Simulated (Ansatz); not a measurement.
The starting structures come from a database of crystals and need not be the phases stable at ambient conditions.

Tunnelling through a barrier is set by its complex band structure: the current falls as exp(−2κd) with the smallest κ.

Consider the following.

```xyz
14
Lattice="6.5808 0.0000 0.0000 0.0000 6.5808 0.0000 3.2904 -3.2904 3.3575" Properties=species:S:1:pos:R:3 pbc="T T T"
Hf     0.8226     1.6452     0.0000
Hf     3.2904     0.8226     1.6788
Hf     5.7582     1.6452     3.3575
Hf     6.5808    -0.8226     1.6788
Hf     8.2260     3.2904     2.5182
Hf     4.9356     3.2904     0.8394
N      6.1410    -2.8506     2.9088
N      2.0850    -1.2054     2.1275
N      3.7302     2.8506     2.9088
N      7.7862     1.2054     2.1275
N      0.4398     3.7302     0.4488
N      4.4958    -1.2054     1.2300
N      2.8506     2.8506     0.4488
N      5.3754     1.2054     1.2300
```

Space group of this cell: I-42d. The cell is strained (lengths across the current scaled by 0.98, ions clamped); by r2SCAN its mean pressure is 10.4 GPa.

Transport runs along the normal of the first two printed cell vectors, the (001) (indices of the unstrained crystal) plane of the conventional cell.

No gap correction and no spin-orbit coupling; mid-gap values are interpolated between computed energies.

Task: Predict the band gap and the smallest decay constant κ at mid-gap from r2SCAN (Ansatz, an electronic-structure program).

Result: Gap 1.28 eV on a 10×10×10 mesh; κ = 0.194 1/Å, at the zone centre.
